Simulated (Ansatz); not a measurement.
Levels about the gap of amorphous Si₁₈B₈C₁₂N₂₆ (64 atoms in a cell of 831 Å³, 2.20 g/cm³; zone centre alone, so wide bands show as single levels with stretches between that a denser mesh fills), at the geometry that PBE relaxed, where it gives -1.5 GPa on a denser mesh. The participation number counts the atoms over which a state spreads; weights are charges in smoothed Voronoi cells. The levels come from a single point, so bond lengths are those of that geometry. Method of the levels: PBE, scalar-relativistic without spin-orbit coupling (Ansatz, a first-principles code). Sampling: the zone centre alone; Fermi-Dirac width 0.02 eV; no spin polarisation.

A CHGNet melt-quench gave the starting glass, which DFT then relaxed. N atoms were pushed apart under 1.9 Å during the dynamics, to hinder bonds among them. The hot cell started wider than the set density and was brought back towards it in steps. It is the lowest in DFT energy of 2 quenches. It is a model cell: composition and starting density were chosen by hand, and all elements were melted together. No dispersion term was used. Its density started from a set value of 2.20 and ended at 2.20 g/cm³. The simulated quench (nominally 630 K/ps over its main leg) is rapid and tends to freeze in more defects than a deposited or slowly cooled glass has. A cell of this size samples the disorder only roughly. The volume was held where the preparation left it and the shape relaxed, at a PBE pressure of -1.5 GPa (tension). Stress components on the final sampling reach 1.6 GPa. On a 2×2×2 Γ-centred mesh force components of up to 0.27 eV/Å stay, since the relaxation ran on the zone centre alone.

```csv
"E - E(highest filled), eV",filling,participation number,largest on,weight Si,weight C,weight N,weight B
-1.24,filled,21.9,"C, 3 neighbours",0.20,0.45,0.27,0.08
-1.08,filled,30.4,"C, 3 neighbours",0.18,0.42,0.37,0.04
-0.95,filled,25.6,"N, 3 neighbours",0.20,0.23,0.49,0.08
-0.72,filled,16.8,"Si, 2 neighbours",0.34,0.22,0.36,0.08
-0.60,filled,17.2,"Si, 2 neighbours",0.32,0.21,0.42,0.05
-0.43,filled,23.9,"N, 3 neighbours",0.29,0.19,0.44,0.08
0.00,filled,13.0,"Si, 2 neighbours",0.46,0.18,0.28,0.08
0.65,empty,8.2,"C, 3 neighbours",0.21,0.33,0.35,0.11
0.92,empty,7.8,"C, 3 neighbours",0.21,0.50,0.25,0.04
1.49,empty,13.2,"Si, 3 neighbours",0.49,0.14,0.33,0.05
1.78,empty,26.0,"B, 3 neighbours",0.37,0.17,0.28,0.18
1.79,empty,12.0,"Si, 3 neighbours",0.52,0.12,0.30,0.06
1.89,empty,25.6,"B, 3 neighbours",0.29,0.24,0.25,0.22
2.03,empty,33.1,"B, 3 neighbours",0.28,0.29,0.28,0.16
```

Most localised among these is the empty level at +0.92 eV, on a C atom, which has 3 neighbours (N 1.38 Å, C 1.46 Å, Si 1.99 Å).
